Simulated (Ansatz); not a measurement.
We consider BaHfO3 (Pm-3m, No. 221, 5 atoms in the cell; start mp-998552), described by LDA (Ansatz, an electronic-structure program, plane waves, PAW).

Settings: plane-wave cutoff 520 eV, 8×8×8 k mesh, scalar-relativistic PAW data made under PBE.

Computed at the level's own relaxed cell.

Hill averages of the elastic tensor: K = 182.7 GPa, G = 112.4 GPa. Volume 14.003 Å³/atom, mean atomic mass 72.763 u.

Q: Work out the density, the sound velocities of a polycrystal and the elastic Debye temperature at this level.

A: ρ = 1.66054 × 72.763/14.003 = 8.629 g/cm³. v_l = √[(K + 4G/3)/ρ] = 6.208 km/s and v_t = √(G/ρ) = 3.609 km/s. The mean follows from 3/v_m³ = 1/v_l³ + 2/v_t³: v_m = 4.004 km/s. Θ_D = (ħ/k_B) v_m (6π²/V)^(1/3) = 76.38 K Å s/km × 4.004 × 1.6171 Å⁻¹ = 495 K, counting all atoms of the cell.

Note: the relaxation could not lower the start's symmetry, so the cell can be a saddle point above a distorted one.

A start named mp-… is a Materials Project structure, which need not be a measured phase.
